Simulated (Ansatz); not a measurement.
Hypothetical zinc blende LiF: pressure series

Base system: LiF in the zinc blende structure (space group F-43m, No. 216; a = 4.290 Å; a hypothetical phase, not in the database extracts checked).

Cell and atoms are relaxed at each pressure.

The values are results of DFT with r2SCAN, PAW potentials and a 500 eV plane-wave cutoff in Ansatz (a quantum-chemistry and plane-wave program), no spin-orbit coupling, not measurements.

| pressure (GPa) | band gap (eV) |
|---|---|
| -2 | 8.45 |
| -1 | 8.56 |
| 0 | 8.66 |
| 3 | ? |
| 7 | 9.25 |
| 15 | 9.78 |

Fit E_g = E₀ + αP + βP² to the rows shown and predict the withheld row.

Least squares on the printed values gives E₀ = 8.65 eV, α = 95.2 meV/GPa, β = -1.3 meV/GPa² (largest residual 0.01 eV); this predicts 8.93 eV, and the run gives 8.93 eV, in agreement.

Load acts through the strain it causes; cell and atoms are relaxed under it. No phonon test of stability was made. No other phases were tried under pressure.
